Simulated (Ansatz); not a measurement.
The reference is Mg in the hcp (Mg type) structure (space group P6_3/mmc, No. 194; a = 3.166 Å, c = 5.188 Å).

Level of theory: plane-wave PAW DFT at the PBEsol level (Ansatz, a first-principles code, 420 eV), spin-orbit coupling left out, earlier PAW set.

One change was made to it. Results:

The c/a ratio drops by 0.0645, from 1.639 to 1.574; the lattice parameter a decreases by 90.9 pm, from 316.6 pm to 225.7 pm.

Name the change that was made.
A. Mg → Ba
B. Mg → Be
C. Mg → Ca
D. Mg → Sr

B, Mg → Be. For comparison, the lattice parameter a in the other runs: Mg → Sr gives 419.0 pm; Mg → Ba gives 434.1 pm; Mg → Ca gives 384.9 pm.

Whether these cells are dynamically stable was not tested. As relaxed here, Ba is a hypothetical phase, not in the database extracts checked. This is not the structure that Sr has at room temperature and ambient pressure. This is not the structure that Ca has at room temperature and ambient pressure.
